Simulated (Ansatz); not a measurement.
Band structure of La₂AlGe (Amm2, 4 atoms in the cell).

```
CELL_PARAMETERS angstrom
      4.16601     0.00000     0.00000
      0.00000     2.29000     5.75769
      0.00000    -2.29000     5.75769
ATOMIC_POSITIONS crystal
  La 0.00000 0.64103 0.64103
  La 0.50000 0.35595 0.35595
  Al 0.00000 0.93397 0.93397
  Ge 0.50000 0.06905 0.06905
```

Level of theory: PBEsol, PAW files made with PBE (plane waves; Ansatz, an electronic-structure program).

Settings: kpoints.mp_grid.grid = 6 5 5; hamiltonian.xc = pbesol; hamiltonian.pseudopotentials = {kind: paw} (an earlier, softer set of the program's PAW files); scf.occupations.method = fermi_dirac; scf.occupations.width = 0.05 eV; kpoints.band_path.npoints = 8.

The starting cell comes from a database of computed structures (which also holds hypothetical and non-ambient phases and stackings), without a prior relaxation at this level. Its lattice was rescaled by a random factor within 2.5 % of one.

Levels in eV from the Fermi level, bands 16 to 23:
```csv
point,16,17,18,19,20,21,22,23
Γ,-1.54,-1.40,-0.98,-0.89,0.69,0.93,1.29,1.50
X,-2.82,-1.71,-1.46,-0.83,0.53,0.87,1.08,1.28
S,-2.72,-1.69,-1.64,-0.90,0.61,0.84,1.23,1.46
R,-2.18,-1.76,-1.34,-0.77,0.26,0.43,1.69,1.70
A,-2.45,-2.04,-1.14,-0.56,0.28,0.44,1.47,1.52
Z,-2.09,-1.89,-1.83,-1.07,-0.41,0.06,1.63,1.63
Y,-1.43,-1.26,-1.12,-0.85,-0.43,1.07,1.40,1.58
X1,-2.82,-1.71,-1.46,-0.83,0.53,0.87,1.08,1.28
A1,-2.45,-2.04,-1.14,-0.56,0.28,0.44,1.47,1.52
T,-2.74,-1.79,-1.43,-0.48,0.07,0.17,1.02,1.06
```

Bands cross the Fermi level along this path, so the cell is metallic at this level.

Keys are those of Ansatz 0.2.
